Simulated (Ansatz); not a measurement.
Candidates (primitive cells; geometry: cell and atoms relaxed with PBEsol):
A. KI (Fm-3m), a = b = c = 4.9547 Å, α = β = γ = 60.00°
B. CdSe (P6_3mc), a = b = 4.302 Å, c = 7.022 Å, α = β = 90.00°, γ = 120.00°
C. AlP (F-43m), a = 3.868 Å, b = 3.868 Å, c = 3.868 Å, α = 60.00°, β = 60.00°, γ = 60.00°
D. KTaO3 (Pm-3m), a = b = c = 3.9853 Å, α = β = γ = 90.00°
E. SnO₂ (P4_2/mnm), a = b = 4.7691 Å, c = 3.2121 Å, α = β = γ = 90.00°

**Question.** Put the candidates in order of band gap, lowest first, for PBEsol with spin-orbit coupling, rigid bands run with Ansatz (an electronic-structure program).

**Answer.** B (0.42 eV), E (0.93 eV), C (1.43 eV), D (2.00 eV), A (3.55 eV)
